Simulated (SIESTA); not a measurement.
Worked example: self-consistent single point of NaAu2 (R3m, 6 atoms in the cell) in SIESTA.

Computed with GGA PBEsol, numerical atomic orbitals DZP, PseudoDojo PBEsol standard norm-conserving potentials (rewritten from UPF to PSML) in SIESTA 5.4.2.

The change in words: lattice scaled by 0.98; kgrid.MonkhorstPack: 4 4 4 → 14 14 14. Reference geometry:
```yaml
crystal:
  lattice:
    - [0.00000, 3.93288, 3.93288]
    - [3.93288, 0.00000, 3.93288]
    - [3.93288, 3.93288, 0.00000]
  atoms:
    - { symbol: Na, position: [0.75367, 0.75367, 0.75367] }
    - { symbol: Na, position: [0.50000, 0.50000, 0.50000] }
    - { symbol: Au, position: [0.12500, 0.62500, 0.12500] }
    - { symbol: Au, position: [0.12500, 0.12500, 0.12500] }
    - { symbol: Au, position: [0.62500, 0.12500, 0.12500] }
    - { symbol: Au, position: [0.12500, 0.12500, 0.62500] }
```

Reference input (self-consistent single point, DFT, GGA PBEsol, numerical atomic orbitals DZP, PseudoDojo PBEsol standard norm-conserving potentials (rewritten from UPF to PSML)): XC.functional = GGA; XC.authors = PBEsol; potentials = PseudoDojo PBEsol standard; PAO.BasisSize = DZP; PAO.EnergyShift = 0.01 Ry; MeshCutoff = 400 Ry; kgrid.MonkhorstPack = 4 4 4; OccupationFunction = FD; ElectronicTemperature = 100 meV; MaxSCFIterations = 150; SCF.Mixer.Method = Pulay; SCF.Mixer.Weight = 0.25. This run's input differs from it in these lines:

```diff
@@ -10,7 +10,7 @@
 %endblock ChemicalSpeciesLabel
-LatticeConstant              5.561929 Ang
+LatticeConstant              5.450690 Ang
 %block LatticeVectors
-     0.000000000    0.707106833    0.707106833
-     0.707106833    0.000000000    0.707106833
-     0.707106833    0.707106833    0.000000000
+     0.000000000    0.707106807    0.707106807
+     0.707106807    0.000000000    0.707106807
+     0.707106807    0.707106807    0.000000000
 %endblock LatticeVectors
@@ -32,5 +32,5 @@
 %block kgrid.MonkhorstPack
-    4   0   0  0.0
-    0   4   0  0.0
-    0   0   4  0.0
+   14   0   0  0.0
+    0  14   0  0.0
+    0   0  14  0.0
 %endblock kgrid.MonkhorstPack
```

Output (repeated stretches shortened):

```
        iscf     Eharris(eV)        E_KS(eV)     FreeEng(eV)     dDmax    Ef(eV) dHmax(eV)
   scf:    1   -18395.387558   -18485.834157   -18485.976801  1.399875 -0.475621 20.507898
   scf:    2   -18542.587448   -18523.656137   -18523.706639  0.909979 -2.263420  3.651507
   scf:    3   -18525.260753   -18524.671478   -18524.720851  0.105594 -2.540373  1.555350
   scf:    4   -18524.675538   -18524.716633   -18524.765552  0.086211 -2.676861  0.579558
   scf:    5   -18524.745555   -18524.746422   -18524.795903  0.028038 -2.616117  0.150444
   scf:    6   -18524.749402   -18524.748311   -18524.797681  0.006363 -2.640417  0.027663
   scf:    7   -18524.748188   -18524.748327   -18524.797664  0.001893 -2.645471  0.027286
   scf:    8   -18524.748343   -18524.748369   -18524.797735  0.001417 -2.643395  0.005887
   scf:    9   -18524.748382   -18524.748377   -18524.797738  0.000207 -2.643822  0.000089
   scf:   10   -18524.748377   -18524.748377   -18524.797738  0.000003 -2.643816  0.000016
SCF Convergence by DM+H criterion
max |DM_out - DM_in|         :     0.0000030155
max |H_out - H_in|      (eV) :     0.0000164215
SCF cycle converged after 10 iterations

Using DM_out to compute the final energy and forces

siesta: E_KS(eV) =           -18524.7484

siesta: E_KS - E_eggbox =    -18524.7484

siesta: Atomic forces (eV/Ang):
     1   -0.062980   -0.062980   -0.062980
     2    0.013690    0.013690    0.013690
     3    0.013775    0.026045    0.013775
     4   -0.004378   -0.004378   -0.004378
     5    0.026045    0.013775    0.013775
     6    0.013775    0.013775    0.026045
   Tot   -0.000074   -0.000074   -0.000074
   Max    0.062980
   Res    0.029527    sqrt( Sum f_i^2 / 3N )
   Max    0.062980    constrained

   [... lines left out ...]
siesta: FreeEng =    -18524.797738
   [... lines left out ...]
siesta:    -0.017632   -0.000185   -0.000185
siesta:    -0.000185   -0.017632   -0.000185
siesta:    -0.000185   -0.000185   -0.017632

siesta: Cell volume =        114.508967 Ang**3

siesta: Pressure (static):
siesta:                Solid            Molecule  Units
siesta:           0.00019204          0.00021224  Ry/Bohr**3
siesta:           0.01763224          0.01948712  eV/Ang**3
siesta:          28.24996410         31.22180482  kBar
```

The run converged in 10 iterations. Against the reference run the free energy falls by 3.6 meV/atom, the pressure goes from -3.25 to 2.82 GPa and the largest force goes from 0.095 to 0.109 eV/Å.

The starting cell comes from a database of computed structures (which also holds hypothetical and non-ambient phases and stackings), without a prior relaxation at this level. Its lattice was rescaled by up to half a per cent. One atom was moved a little off its site on purpose. For this run, on top of that: lattice scaled by 0.98. Values carry the incompleteness of an atom-centred basis.

Cost on one core of a shared machine: roughly 2 min.
